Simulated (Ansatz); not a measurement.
Consider Tl$_{2}$HgSiSe$_{4}$ (space group I-42m, No. 121; a = 7.920 Å, c = 6.680 Å; a cell from a computed database, its experimental status unchecked).

Levels (all Ansatz, an electronic-structure program, PAW): PBEsol (420 eV, no spin-orbit coupling); HSE06 (420 eV, spin-orbit coupling left out).

Its gap is 0.64 eV with PBEsol and 1.22 eV with HSE06.

Now apply this change: cell and atoms relaxed at a pressure of 0.9 GPa.

With PBEsol the gap becomes 0.55 eV.

Question: If the HSE06 correction stayed the same, what would the HSE06 gap be, and what does the HSE06 run give?

Answer: A rigid correction of +0.58 eV gives 1.13 eV. The HSE06 run gives 1.12 eV, so the two effects roughly add.

Single points use the geometry relaxed with PBEsol. HSE06 was sampled on its mesh, a few special points and the semilocal edge points, so its gap is an upper bound. Spin-orbit coupling, missing from the scalar runs, can matter with Hg and Tl. Load acts through the strain it causes; cell and atoms are relaxed under it. Whether these cells are dynamically stable was not tested.
